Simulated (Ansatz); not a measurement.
Levels about the gap of amorphous Ga24O38Ge (63 atoms in a cell of 789 Å³, 4.95 g/cm³; zone centre alone, so wide bands show as single levels with stretches between that a denser mesh fills), at the geometry that PBE relaxed, where it gives -0.6 GPa on a denser mesh. The participation number counts the atoms over which a state spreads; weights are charges in smoothed Voronoi cells. The levels come from a single point, so bond lengths are those of that geometry. Method of the levels: PBE, scalar-relativistic without spin-orbit coupling (Ansatz, an electronic-structure program). Sampling: the zone centre alone; Fermi-Dirac width 0.02 eV; no spin polarisation. At PBE the levels at the filled edge of the gap are localised (band-tail or defect states), and the nearest spread-out levels lie 1.7 eV apart at the zone centre.

A CHGNet melt-quench gave the starting glass, which DFT then relaxed. O atoms were pushed apart under 1.9 Å during the dynamics, to hinder bonds among them. The hot cell started wider than the set density and was brought back towards it in steps. It is the lowest in DFT energy of 2 quenches. It is a model cell: composition and starting density were chosen by hand, and all elements were melted together. No dispersion term was used. Its density started from a set value of 4.95 and ended at 4.95 g/cm³. The simulated quench (nominally 280 K/ps over its main leg) is rapid and tends to freeze in more defects than a deposited or slowly cooled glass has. One small periodic cell is one sample of the glass; other quenches scatter about these values. The volume was held where the preparation left it and the shape relaxed, at a PBE pressure of -0.6 GPa (tension). Stress components on the final sampling reach 0.6 GPa.

```json
[
 {"E - E(highest filled), eV": "-0.54", "filling": "filled", "participation number": "12.9", "largest on": "O, 3 neighbours", "weight O": "0.95", "weight Ga": "0.05", "weight Ge": "0.00"},
 {"E - E(highest filled), eV": "-0.49", "filling": "filled", "participation number": "12.5", "largest on": "O, 2 neighbours", "weight O": "0.95", "weight Ga": "0.05", "weight Ge": "0.00"},
 {"E - E(highest filled), eV": "-0.48", "filling": "filled", "participation number": "9.3", "largest on": "O, 3 neighbours", "weight O": "0.94", "weight Ga": "0.06", "weight Ge": "0.00"},
 {"E - E(highest filled), eV": "-0.39", "filling": "filled", "participation number": "11.1", "largest on": "O, 2 neighbours", "weight O": "0.95", "weight Ga": "0.05", "weight Ge": "0.00"},
 {"E - E(highest filled), eV": "-0.35", "filling": "filled", "participation number": "14.1", "largest on": "O, 2 neighbours", "weight O": "0.95", "weight Ga": "0.05", "weight Ge": "0.00"},
 {"E - E(highest filled), eV": "-0.24", "filling": "filled", "participation number": "7.1", "largest on": "O, 3 neighbours", "weight O": "0.94", "weight Ga": "0.06", "weight Ge": "0.00"},
 {"E - E(highest filled), eV": "0.00", "filling": "filled", "participation number": "2.0", "largest on": "O, 2 neighbours", "weight O": "0.95", "weight Ga": "0.05", "weight Ge": "0.00"},
 {"E - E(highest filled), eV": "1.38", "filling": "empty", "participation number": "56.6", "largest on": "Ga, 4 neighbours", "weight O": "0.52", "weight Ga": "0.46", "weight Ge": "0.01"},
 {"E - E(highest filled), eV": "3.96", "filling": "empty", "participation number": "30.9", "largest on": "Ga, 4 neighbours", "weight O": "0.56", "weight Ga": "0.44", "weight Ge": "0.00"},
 {"E - E(highest filled), eV": "4.00", "filling": "empty", "participation number": "30.7", "largest on": "Ga, 4 neighbours", "weight O": "0.57", "weight Ga": "0.39", "weight Ge": "0.04"},
 {"E - E(highest filled), eV": "4.24", "filling": "empty", "participation number": "32.9", "largest on": "Ga, 5 neighbours", "weight O": "0.55", "weight Ga": "0.45", "weight Ge": "0.00"},
 {"E - E(highest filled), eV": "4.28", "filling": "empty", "participation number": "20.8", "largest on": "Ga, 4 neighbours", "weight O": "0.56", "weight Ga": "0.43", "weight Ge": "0.00"},
 {"E - E(highest filled), eV": "4.33", "filling": "empty", "participation number": "43.1", "largest on": "Ga, 4 neighbours", "weight O": "0.56", "weight Ga": "0.43", "weight Ge": "0.01"},
 {"E - E(highest filled), eV": "4.47", "filling": "empty", "participation number": "42.1", "largest on": "Ga, 5 neighbours", "weight O": "0.58", "weight Ga": "0.38", "weight Ge": "0.04"}
]
```

Most localised among these is the filled level at +0.00 eV, on a O atom, which has 2 neighbours (Ga 1.81 Å, Ga 1.83 Å).
